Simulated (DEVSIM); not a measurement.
**Schottky contact on n-type In0.53Ga0.47As**

System: Schottky contact on n-type In0.53Ga0.47As, at 300 K.

| layer (left to right) | material | thickness (μm) | Nd (cm⁻³) | τn (s) | τp (s) |
|---|---|---|---|---|---|
| 1 | In0.53Ga0.47As | 2.70 | 2.6e16 | 5.5e-9 | 5.5e-9 |

Left contact: Schottky, work function 4.81 eV, emission velocity 7.4e6 cm/s. Right contact: ohmic. Voltage is applied to the left contact. Recombination: SRH at mid-gap, radiative. Mobility is constant in doping.

This is a model device: material constants are rounded textbook-type values typed into the input, and sizes, dopings and lifetimes were drawn at random. Values at 300 K.

| parameter | In0.53Ga0.47As |
|---|---|
| gap (eV) | 0.74 |
| affinity (eV) | 4.51 |
| permittivity | 13.9 |
| Nc (cm⁻³) | 2.1e17 |
| Nv (cm⁻³) | 7.7e18 |
| μn (cm²/Vs) | 12000 |
| μp (cm²/Vs) | 300 |
| B (cm³/s) | 9.6e-11 |

Simulated with DEVSIM: 1D drift-diffusion, Boltzmann statistics, complete ionisation; no tunnelling, impact ionisation, image-force lowering or self-heating. Metal contacts follow the ideal Schottky-Mott rule: no Fermi-level pinning, no interface dipoles.

The potential step across the device at zero bias is 0.246 V, the largest field in the device at zero bias comes out as 38000 V/cm and the dark forward voltage at 100 A/cm² is 0.100 V.

Small-signal capacitance in reverse bias (quasi-static):

| V (V) | C (nF/cm²) |
|---|---|
| -0.04 | 99.2 |
| -0.1 | 89.4 |
| -0.2 | 78.1 |
| -0.3 | 70.2 |
| -0.4 | 64.3 |
| -0.6 | 55.9 |
| -0.8 | 50.1 |
| -1 | 45.8 |
| -1.3 | 41.1 |

Dark reverse current:

```csv
V (V),J (A/cm²)
-0.04,-1.8
-0.10,-2.2
-0.20,-2.2
-0.30,-2.2
-0.40,-2.3
-0.60,-2.3
-0.80,-2.3
-1.00,-2.3
-1.30,-2.3
```
